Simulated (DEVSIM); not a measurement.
System: Ti/AlN/p-Ge capacitor, at 250 K.

```
layer (left to right)  material  thickness (nm)  Na (cm⁻³)
---------------------  --------  --------------  ---------
1                           AlN            2.60          -
2                            Ge            5700     1.1e16
```

Metal gate on the left, work function 4.33 eV. Fixed charge at the semiconductor interface 7.5e11 cm⁻² (in units of +e); no interface traps.

The device is made up for the run: typed textbook-type constants, with dimensions and the other settings drawn at random. Values at 300 K; Nc and Nv go as T^1.5, mobilities as T to minus their exponent, the gap by Varshni's rule with the affinity fixed.

| parameter | AlN | Ge |
|---|---|---|
| gap (eV) | 6.1 | 0.664 |
| affinity (eV) | 1.9 | 4 |
| permittivity | 8.5 | 16 |
| Nc (cm⁻³) | - | 1.04e19 |
| Nv (cm⁻³) | - | 6e18 |
| Varshni α (eV/K) | - | 0.000477 |
| Varshni β (K) | - | 235 |

DEVSIM, 1D Poisson equation in equilibrium, Boltzmann statistics, complete ionisation; no quantum confinement or tunnelling. Metal contacts follow the ideal Schottky-Mott rule: no Fermi-level pinning, no interface dipoles.

Q: Tabulate band edges, carrier densities and field at 0.05 V on the gate.

A: Energies count from the Fermi level of the right contact; mesh points crowd at the junctions.

| x (μm) | Ec (eV) | Ev (eV) | n (cm⁻³) | p (cm⁻³) | field (V/cm) |
|---|---|---|---|---|---|
| 0.000 | 2.380 | -3.720 | < 1e2 | < 1e2 | -110000 |
| 0.0009474 | 2.370 | -3.730 | < 1e2 | < 1e2 | -110000 |
| 0.001896 | 2.359 | -3.741 | < 1e2 | < 1e2 | -110000 |
| 0.002814 | 0.252 | -0.431 | 6.6e13 | 9.4e9 | 26000 |
| 0.005239 | 0.258 | -0.424 | 4.9e13 | 1.3e10 | 26000 |
| 0.009723 | 0.270 | -0.413 | 2.9e13 | 2.2e10 | 26000 |
| 0.01950 | 0.294 | -0.389 | 9.3e12 | 6.7e10 | 24000 |
| 0.05136 | 0.365 | -0.317 | 3.4e11 | 1.8e12 | 20000 |
| 0.1103 | 0.464 | -0.219 | 3.6e9 | 1.7e14 | 13000 |
| 0.2387 | 0.545 | -0.137 | 8.0e7 | 7.7e15 | 1700 |
| 0.5187 | 0.553 | -0.130 | 5.7e7 | 1.1e16 | ≈ 0 |
| 1.431 | 0.553 | -0.130 | 5.7e7 | 1.1e16 | ≈ 0 |
| 3.039 | 0.553 | -0.130 | 5.7e7 | 1.1e16 | ≈ 0 |
| 4.482 | 0.553 | -0.130 | 5.7e7 | 1.1e16 | ≈ 0 |
| 5.276 | 0.553 | -0.130 | 5.7e7 | 1.1e16 | ≈ 0 |
| 5.508 | 0.553 | -0.130 | 5.7e7 | 1.1e16 | ≈ 0 |
| 5.611 | 0.553 | -0.130 | 5.7e7 | 1.1e16 | ≈ 0 |
| 5.661 | 0.553 | -0.130 | 5.7e7 | 1.1e16 | ≈ 0 |
| 5.689 | 0.553 | -0.130 | 5.7e7 | 1.1e16 | ≈ 0 |
| 5.697 | 0.553 | -0.130 | 5.7e7 | 1.1e16 | ≈ 0 |
| 5.701 | 0.553 | -0.130 | 5.7e7 | 1.1e16 | ≈ 0 |
| 5.703 | 0.553 | -0.130 | 5.7e7 | 1.1e16 | ≈ 0 |
